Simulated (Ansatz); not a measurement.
## What uniaxial strain ε_zz = −2.40 % does to CsPbCl3

Start from CsPbCl3 in the cubic perovskite structure (space group Pm-3m, No. 221; a = 5.6188 Å). Axes: x, y, z lie along the cube axes.

One thing is altered: the cell is compressed by 2.40 % along z with no lateral relaxation, atoms relaxed at fixed cell.

All numbers come from PBEsol (Ansatz, a first-principles code; PAW; 420 eV plane waves; scalar-relativistic without spin-orbit coupling). k-mesh 6×6×6 (Γ-centred); smearing 0.05 eV (Fermi–Dirac).

The volume per atom decreases by 0.85 Å³ (35.48 Å³ → 34.63 Å³) and the space group goes from Pm-3m (No. 221) to P4/mmm (No. 123). The shortest interatomic distance decreases by 0.067 Å to 2.742 Å and the energy increases by 4.1 meV/atom. The pressure (mean of the normal stresses, compression positive) goes from zero to 6.8 kbar and the band gap drops by 0.18 eV (1.83 eV → 1.65 eV). The gap character is direct at A and the hole mass goes from 0.17 mₑ (at R) to 0.15 mₑ along z, 0.17 mₑ across (at R). The valley order (the lowest conduction-band minima on the path, energy above the VBM, named in the base's zone) becomes R along [111] 1.65 eV; Γ 3.10 eV (base: R along ⟨111⟩ 1.83 eV; Γ 3.24 eV) and the stress (xx, yy, zz, yz, xz, xy; compression positive) comes out as (0.20, 0.20, 1.64, 0.00, 0.00, 0.00) GPa.

Final structure:

```
CsPbCl3
1.0
    5.61875     0.00000     0.00000
    0.00000     5.61875     0.00000
    0.00000     0.00000     5.48390
Cs Pb Cl
1 1 3
Direct
  0.00000   0.00000   0.00000
  0.50000   0.50000   0.50000
  0.50000   0.00000   0.50000
  0.00000   0.50000   0.50000
  0.50000   0.50000   0.00000
```

Spin-orbit coupling, missing from the scalar runs, can matter with Pb. Effective masses come from finite differences of ±0.01 Å⁻¹. Stability against distortions was not tested. Many cubic perovskites are stable only at high temperature; tilts and polar distortions were not tested. This is not the structure that CsPbCl3 has at room temperature and ambient pressure. k-point labels follow each cell's own Brillouin zone.
